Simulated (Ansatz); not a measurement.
**Ta2GeN (model structure, started from the MAX type, P6₃/mmc, No. 194, 8 atoms in the cell): properties by level of theory**

| level (code) | lattice constant a (Å) | c axis length (Å) | bulk modulus (GPa) | cohesive energy (eV/atom) |
|---|---|---|---|---|
| LDA (Ansatz) | 3.210 | 12.041 | 244 | 8.17 |
| PBE (Ansatz) | 3.265 | 12.251 | 213 | 6.84 |
| PBEsol (Ansatz) | 3.227 | ___ | 232 | 7.54 |
| r²SCAN (Ansatz) | ___ | 12.011 | 226 | ___ |

Problem. Some entries are withheld; supply them.

Solution. 
- PBEsol (Ansatz, a quantum-chemistry and plane-wave program), c axis length (Å): 12.162
- r²SCAN (Ansatz), lattice constant a (Å): 3.273
- r²SCAN (Ansatz), cohesive energy (eV/atom): 6.72

Caveats: the bulk modulus is −V dP/dV from two relaxed cells at ±2 % in volume (LDA, PBE, PBEsol, r²SCAN). Ansatz's density-functional and Hartree–Fock values are scalar-relativistic unless marked +SOC, with PAW data made under PBE.

Free atoms are spin-polarised, in the lowest state found; at levels without +SOC their spin–orbit coupling is left out.

A model structure was made by putting elements into a prototype or built by hand; it is no filed structure, need not be a known phase, and can be a saddle point held by its symmetry.
